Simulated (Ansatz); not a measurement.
An Ansatz (an electronic-structure program) run: CuI; Ansatz, PBEsol, PAW, cutoff 420 eV, scalar-relativistic without spin-orbit coupling.

Input:

Ansatz 0.2 input:
```yaml
crystal:
  lattice:
    - [0, 2.96965084, 2.96965084]
    - [2.96965084, 0, 2.96965084]
    - [2.96965084, 2.96965084, 0]
  atoms:
    - { symbol: I, position: [0.75, 0.75, 0.75] }
    - { symbol: Cu, position: [0, 0, 0] }
basis: { ecutwfc: 420, ecutrho_ratio: 4, xc_grid: 2, fft_grid_basis: typed }
kpoints: { mp_grid: { grid: [10, 10, 10] } }
hamiltonian:
  xc: pbesol
  dispersion: none
  pseudopotentials: { kind: paw }
scf: { occupations: { method: fermi_dirac, width: 0.05 }, convergence: { dr2_threshold: 0.0000000002 } }
output: { forces: true, stress: true }
```

Output (explanatory and most iteration lines left out):

```
Pseudopotential: I, paw, valence charge 17
Pseudopotential: Cu, paw, valence charge 19
Crystal: 2 atoms, lattice volume = 52.378 Å³
Basis set: ecut = 420 eV, 965 PW (Γ), exchange–correlation on 60×60×60 points (8 copies of the dense FFT grid, shifted against one another)
Bands: 22, of which v1, the nominal top of the filled ones, is band 18 counted from 1 (17 counted from 0)
Symmetry: 24 space group operations
Space group: F-43m (ITA 216), of the structure as read, at distance tolerance 3.7e-5 Å
k-points: 47 of 1000 (time reversal used)
Functional: x = pbesol(κ = 0.804, μ = 0.12345679012345678), c = pbesol(β = 0.046)
SCF iter   1: F=—  HF=-14021.295932 eV  |F-HF|=—  |Δ(HF+E_count)|=         —  Δρ=8.74e-3  dr2=2.33e-2  ethr=1.77e-3  ⟨swp⟩=6.1  Hψ=5102  notcnv=0
SCF iter   2: F=—  HF=-14021.300619 eV  |F-HF|=—  |Δ(HF+E_count)|=   4.69e-3  Δρ=1.13e-2  dr2=4.38e-2  ethr=6.48e-5  ⟨swp⟩=2.2  Hψ=2461  notcnv=0
SCF 1 converged in 8 iterations: F = -14021.289716 eV  dr2 = 5.24e-11
SCF converged after 8 iterations
Free energy (F): -14021.289716 eV
Internal energy: -14021.289716 eV  (E = F + TS)
E sigma→0 (E₀):  -14021.289716 eV
Entropy (-TS):   -0.000000 eV (-0.000 meV/atom)
Fermi energy:    9.563032 eV
--- Forces (eV/Å), atoms counted from 1 ---
  atom   1  I      0.00000000    -0.00000000    -0.00000000
  atom   2  Cu    -0.00000000    -0.00000000     0.00000000
--- Stress (GPa, compression-positive) ---
       -0.000239       0.000000      -0.000000
        0.000000      -0.000239       0.000000
       -0.000000       0.000000      -0.000239
  P = ⅓ Tr σ = -0.0002 GPa (-0.002 kbar)
```

Spin-orbit coupling, missing from the scalar runs, can matter with I. No phonon test of stability was made. All final runs are without spin polarisation. The cell is CuI in the zinc blende structure (space group F-43m, No. 216).
